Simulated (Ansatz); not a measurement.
# MgZn2 (space group P6_3/mmc, No. 194)

```cif
data_Mg4Zn8
_chemical_formula_sum 'Mg4 Zn8'
_space_group_name_H-M_alt 'P 1'
_space_group_IT_number 1
_cell_length_a 5.13526
_cell_length_b 5.13526
_cell_length_c 8.33787
_cell_angle_alpha 90.000
_cell_angle_beta 90.000
_cell_angle_gamma 120.000
loop_
_space_group_symop_operation_xyz
  'x, y, z'
loop_
_atom_site_label
_atom_site_type_symbol
_atom_site_fract_x
_atom_site_fract_y
_atom_site_fract_z
_atom_site_occupancy
Mg1 Mg 0.33333 0.66667 0.06270 1
Mg2 Mg 0.66667 0.33333 0.93730 1
Mg3 Mg 0.66667 0.33333 0.56270 1
Mg4 Mg 0.33333 0.66667 0.43730 1
Zn1 Zn 0.00000 0.00000 0.00000 1
Zn2 Zn 0.00000 0.00000 0.50000 1
Zn3 Zn 0.16964 0.33929 0.75000 1
Zn4 Zn 0.83036 0.66071 0.25000 1
Zn5 Zn 0.83036 0.16964 0.25000 1
Zn6 Zn 0.16964 0.83036 0.75000 1
Zn7 Zn 0.66071 0.83036 0.75000 1
Zn8 Zn 0.33929 0.16964 0.25000 1
```

All numbers come from Ansatz (a program for electronic structure), PBEsol, PAW, cutoff 420 eV, scalar-relativistic without spin-orbit coupling. Γ-centred 9×9×5 mesh, Fermi–Dirac width 0.05 eV.

| Item | Value |
|---|---|
| Volume per atom | 15.87 Å³ |
| Density | 5.41 g/cm³ |
| Band gap | zero |
| Total energy | -2824.770 eV/atom (σ→0; compares only within this code and set-up) |

Whether these cells are dynamically stable was not tested.
